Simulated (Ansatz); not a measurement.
# Effect of biaxial strain +0.50 %, plane normal [001], relaxed out of plane on Cu

Consider Cu in the fcc (Cu type) structure (space group Fm-3m, No. 225; a = 3.577 Å; relaxed with 0.1 eV smearing). Axes: x, y, z lie along the cube axes.

Now apply this change: biaxial strain +0.50 %, plane normal [001], relaxed out of plane (Cartesian); in-plane vectors clamped, the third vector and the atoms free.

The values are results of Ansatz (a quantum-chemistry and plane-wave program), r2SCAN, PAW, cutoff 500 eV, scalar-relativistic without spin-orbit coupling, not measurements. k-mesh 32×32×32 (Γ-centred); smearing 0.1 eV (Fermi–Dirac).

| quantity | base | changed | shift |
|---|---|---|---|
| volume per atom | 11.44 Å³ | 11.47 Å³ | +0.03 Å³ |
| space group | Fm-3m (No. 225) | I4/mmm (No. 139) | – |
| shortest interatomic distance | 2.529 Å | 2.526 Å | -0.003 Å |
| energy relative to the base (free energy F) | 0 meV/atom | +0.2 meV/atom | +0.2 meV/atom |
| pressure (mean of the normal stresses, compression positive) | 0.0 GPa | -0.5 GPa | -0.44 GPa |
| band gap | zero | zero | – |
| out-of-plane strain | – | -0.72 % | – |
| mean in-plane stress (compression positive) | – | -0.7 GPa | – |

No phonon test of stability was made. All final runs are without spin polarisation.
